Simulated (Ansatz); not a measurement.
# Response to strain in BeSe

The reference is BeSe in the zinc blende structure (space group F-43m, No. 216; a = 5.082 Å).

Strains are applied to the cell and any free atomic positions relax.

The values are results of Kohn–Sham DFT with the LDA functional, run in Ansatz (an electronic-structure program) with PAW and 420 eV plane waves, no spin-orbit coupling, not measurements.

```
isotropic strain (%)  pressure (GPa)
--------------------  --------------
-2.5                             7.4
-1                               2.7
-0.5                             1.3
0                                0.0
0.5                             -1.2
1                               -2.4
1.5                                ?
2                               -4.4
2.5                             -5.4
```

Q: Fit P = P₀ − Bδ + Cδ² with δ = (1 + ε)³ − 1 to the rows shown and predict the withheld row.

A: Least squares on the printed values gives P₀ = 0.0 GPa, B = 85.6 GPa, C = 208 GPa (largest residual 0.1 GPa); this predicts -3.5 GPa, and the run gives -3.4 GPa, in agreement.

No phonon test of stability was made.
